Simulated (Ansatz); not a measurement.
The parent structure is RbAlMo₂O₈ (space group P-3m1, No. 164; a = 5.566 Å, c = 7.465 Å; a cell from a computed database, its experimental status unchecked).

Level of theory: r2SCAN, PAW, 500 eV (Ansatz, an electronic-structure program; scalar-relativistic without spin-orbit coupling).

Base values:

```
Item                                Result
-----------------------------  -----------
Shortest interatomic distance      1.722 Å
Gap character                  direct at Γ
Band gap                           4.36 eV
```

Modification: full substitution Al → B, then cell and atoms are relaxed.

### Question
What does the calculation give for the shortest interatomic distance after the change?

### Answer
The shortest interatomic distance shrinks by 0.034 Å, from 1.722 Å to 1.688 Å.

### Question
How does this affect the gap character?

### Answer
The gap character goes from direct at Γ to indirect, Γ → k = (0, 1/3, 0) in the run's primitive reciprocal basis.

### Question
What happens to the band gap?

### Answer
The band gap falls by 0.53 eV (4.36 eV → 3.83 eV).

Stability against distortions was not tested. As relaxed here, RbMo2BO8 is a hypothetical phase, not in the database extracts checked.
